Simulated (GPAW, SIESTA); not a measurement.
A SIESTA input for a self-consistent single point of Hf5Sc (P-62m, 6 atoms in the cell) (DFT, GGA PBEsol, numerical atomic orbitals TZP, PseudoDojo PBEsol standard norm-conserving potentials (rewritten from UPF to PSML)):

```
# files in the folder: Hf.psml Sc.psml (PseudoDojo PBEsol standard)
SystemName  Hf5Sc
SystemLabel Hf5Sc

NumberOfAtoms                6
NumberOfSpecies              2
%block ChemicalSpeciesLabel
  1 72 Hf
  2 21 Sc
%endblock ChemicalSpeciesLabel
LatticeConstant              5.561470 Ang
%block LatticeVectors
     1.000000000    0.000000000    0.000000000
    -0.500000000    0.866025349    0.000000000
     0.000000000    0.000000000    0.903448189
%endblock LatticeVectors
AtomicCoordinatesFormat      ScaledCartesian
%block AtomicCoordinatesAndAtomicSpecies
     0.660530000    0.000000000    0.000000000  1
     0.169735000    0.293989625    0.000000000  1
    -0.330265000    0.572035724    0.000000000  1
    -0.000000500    0.577350522    0.451724095  1
     0.500000500    0.288674828    0.451724095  1
     0.000000000    0.000000000    0.451724095  2
%endblock AtomicCoordinatesAndAtomicSpecies

XC.functional                GGA
XC.authors                   PBEsol
PAO.BasisSize                TZP
PAO.EnergyShift              0.01 Ry
MeshCutoff                   400 Ry
%block kgrid.MonkhorstPack
    5   0   0  0.0
    0   5   0  0.0
    0   0   5  0.0
%endblock kgrid.MonkhorstPack
OccupationFunction           MP
OccupationMPOrder            0
ElectronicTemperature        100.0 meV

MaxSCFIterations             150
SCF.Mixer.Method             Broyden
SCF.Mixer.Weight             0.2
SCF.Mixer.History            8
SCF.DM.Tolerance             1.0E-04
Diag.ParallelOverK           true
WriteForces                  true
```

### Question
Translate this input to GPAW.

### Answer
One input that does it (others would too):

```python
from ase import Atoms
from ase.units import GPa
from gpaw import GPAW, PW

atoms = Atoms(['Hf', 'Hf', 'Hf', 'Hf', 'Hf', 'Sc'],
              cell=[[5.561470, 0.000000, 0.000000],
                    [-2.780735, 4.816374, 0.000000],
                    [0.000000, 0.000000, 5.024500]],
              positions=[[3.673518, 0.000000, 0.000000],
                         [0.943976, 1.635014, 0.000000],
                         [-1.836759, 3.181360, 0.000000],
                         [-0.000003, 3.210918, 2.512250],
                         [2.780738, 1.605456, 2.512250],
                         [0.000000, 0.000000, 2.512250]],
              pbc=True)

calc = GPAW(mode=PW(800),
            xc='PBEsol',
            kpts=(5, 5, 5),
            occupations={'name': 'methfessel-paxton', 'width': 0.1, 'order': 0},
            nbands=-14,
            symmetry={'symmorphic': False, 'tolerance': 0.0005},
            maxiter=150)

atoms.calc = calc

energy = atoms.get_potential_energy()
print('Energy (eV):', round(energy, 6))
forces = atoms.get_forces()
print('Forces (eV/Ang):')
print(forces.round(5))
stress = atoms.get_stress()
print('Stress (GPa, Voigt):', (stress / GPa).round(4))
```

Basis, cutoffs, solver keys and any potentials are the target program's own. This input uses DFT PBEsol, plane waves, GPAW PAW datasets PBEsol (made by gpaw-setup).

The starting cell comes from a database of computed structures (which also holds hypothetical and non-ambient phases and stackings), without a prior relaxation at this level.
